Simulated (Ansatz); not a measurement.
## Ag on the 1x1 (111) surface of fcc Au (the real clean face reconstructs), one in a 2x2 cell, started at the site 'hollow Au-Au-Au over Au at depth 4.8 Å'

Method: PBE (plane waves to 420 eV, PAW; Ansatz, a quantum-chemistry and plane-wave program).

Set-up: 17 atoms, 7.2 Å thick at the start under the adsorbate (thin: gaps and levels are the slab's own); mesh 6x6x1; 0.1 eV smearing; dipole correction on; 8 atoms held, the rest relaxed; held to the start's symmetry, so lower structures may exist; no spin, no spin-orbit, no U, no dispersion correction. At the end it is bonded to 3 Au. In PBE it is, or lies within 0.03 eV of, the lowest of the starts that converged.

The adsorption energy against an atom of fcc Ag is 0.59 eV. The work function of the top face is 3.77 eV and the change of the work function is -1.35 eV. The change of the step from the bottom to the top vacuum level, against the clean slab is -1.35 eV, the energy released by relaxation is 0.091 eV and the height of the binding atom over the mean of the host atoms within 0.3 Å of the top one is 2.143 Å. The nearest host atoms of the binding atom is Au at 2.75 Å, Au at 2.75 Å, Au at 2.75 Å and the largest move of a host atom is 0.03 Å. The cost is roughly 6 core-minutes.

A negative adsorption energy means that the adsorbate is more stable on the surface than in its reference.
